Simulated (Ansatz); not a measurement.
VBi2Te4 (model structure, started from the MnBi2Te4 type, R-3m, No. 166, 7 atoms in the cell)

Computed with LDA (PAW; Ansatz, a quantum-chemistry and plane-wave program).

Run with plane-wave cutoff 520 eV, 10×10×10 k mesh, Fermi–Dirac smearing 0.01 eV, spin-polarised with parallel moments, scalar-relativistic PAW data made under PBE.

Cell (relaxed at this level):

```yaml
crystal:
  lattice:
    - [2.11290, 1.21987, 13.21550]
    - [-2.11290, 1.21987, 13.21550]
    - [0.00000, -2.43979, 13.21550]
  atoms:
    - { symbol: V, position: [0.00000, 0.00000, 0.00000], spin: 2.0 }
    - { symbol: Bi, position: [0.57790, 0.57790, 0.57790] }
    - { symbol: Bi, position: [0.42210, 0.42210, 0.42210] }
    - { symbol: Te, position: [0.86712, 0.86712, 0.86712] }
    - { symbol: Te, position: [0.13288, 0.13288, 0.13288] }
    - { symbol: Te, position: [0.70092, 0.70092, 0.70092] }
    - { symbol: Te, position: [0.29908, 0.29908, 0.29908] }
```

```yaml
band_gap: zero (no gap)
bulk_modulus: 43.5 GPa
```

Note: the magnetic order was assumed, not searched for or taken from measurement; the bulk modulus is −V dP/dV from two relaxed cells at ±2 % in volume; the relaxation could raise the start's symmetry but not lower it, so the cell can be a saddle point.

Spins in the cell block are starting values.

Spin–orbit coupling is not included; it can open a gap where bands touch, and shift volumes and moduli.

The result took very roughly 16 core-minutes.

A model structure was made by putting elements into a prototype or built by hand; it is no filed structure, need not be a known phase, and can be a saddle point held by its symmetry.
